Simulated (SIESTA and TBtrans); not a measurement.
# In chain with one bond stretched by 2.0 Å

Junction: In chain with one bond stretched by 2.0 Å. Leads: straight In chain, spacing 3.074 Å. Geometry: as built, not relaxed.

SIESTA and TBtrans, PBE, DZP numerical orbitals (energy shift 0.15 eV), PseudoDojo norm-conserving scalar-relativistic potentials, mesh cutoff 200 Ry, 300 K, no spin polarisation, no spin-orbit coupling; Hamiltonian of a periodic supercell, shifted onto the leads' potential, zero bias.

| Item | Value |
|---|---|
| Conductance at 300 K (G0 = 2e²/h) | 0.48 |
| Thermopower (μV/K) | -2.7 |
| Mean T from −0.5 to 0.5 eV | 0.32 |

Energies count from the leads' Fermi level. Transmissions are for one spin of a degenerate pair. The energy step is 0.01 eV; narrower resonances are cut or missed.

| E (eV) | T | lead channels |
|---|---|---|
| -1.95 | 0 | 0 |
| -1.80 | 0 | 0 |
| -1.65 | 0 | 0 |
| -1.50 | 0 | 0 |
| -1.35 | 0 | 0 |
| -1.20 | 0.040 | 1 |
| -1.05 | 0.11 | 1 |
| -0.90 | 0.14 | 1 |
| -0.75 | 0.17 | 1 |
| -0.60 | 0.19 | 1 |
| -0.45 | 0.21 | 1 |
| -0.30 | 0.22 | 1 |
| -0.15 | 0.23 | 1 |
| 0.00 | 0.51 | 3 |
| 0.15 | 0.38 | 3 |
| 0.30 | 0.34 | 3 |
| 0.45 | 0.34 | 3 |
| 0.60 | 0.35 | 3 |
| 0.75 | 0.36 | 3 |
| 0.90 | 0.38 | 3 |
| 1.05 | 0.40 | 3 |
| 1.20 | 0.41 | 3 |
| 1.35 | 0.42 | 3 |
| 1.50 | 0.43 | 3 |
| 1.65 | 0.43 | 3 |
| 1.80 | 0.43 | 3 |
| 1.95 | 0.44 | 3 |

The straight chain is held at its spacing; free chains may zigzag or dimerise. No spin-polarised start was tried, so a magnetic state, if there is one, is missed.
